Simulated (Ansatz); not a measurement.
For W3Si2 (P4/mbm, No. 127; start mp-1079377), PBE (Ansatz, a program for electronic structure, PAW) gives:

- lattice constant a: 6.624 Å
- c axis length: 3.318 Å

**Question.** What does PBE-D4 (PAW; Ansatz) give for the same quantities?

**Answer.** 
- lattice constant a: 6.573 Å (falls by 0.8 %)
- lattice parameter c: 3.285 Å (shrinks by 1.0 %)

Changes are worked out from the printed values.

Unless a cell is named, each level is at its own relaxed cell (PBE 14.56, PBE-D4 14.19 Å³/atom).

Levels without +SOC leave out spin–orbit coupling, which shifts energies and cells of such heavy elements.

Caveats: the relaxation could not lower the start's symmetry, so the cell can be a saddle point above a distorted one (PBE, PBE-D4). Ansatz's density-functional and Hartree–Fock values are scalar-relativistic unless marked +SOC, with PAW data made under PBE.

A start named mp-… is a Materials Project structure, which can be a computed phase never made.
